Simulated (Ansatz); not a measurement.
Results of LDA (Ansatz, a first-principles code, plane waves, PAW) for rutile MgC2 (cell taken from a computed entry).

Numerical settings: plane-wave cutoff 500 eV, 10×10×8 k mesh (along the axes of the cell as run), gaussian smearing 0.02 eV, scalar-relativistic PAW data made under PBE.

Computed at the level's own relaxed cell.

### Question
Predict the volume per atom, lattice parameter a, lattice parameter c and band gap.

### Answer

- volume per atom: 12.17 Å³/atom
- lattice parameter a: 3.884 Å
- lattice parameter c: 4.840 Å
- band gap: 2.26 eV (on the SCF k mesh)

Note: the relaxation could not lower the start's symmetry, so the cell can be a saddle point above a distorted one.
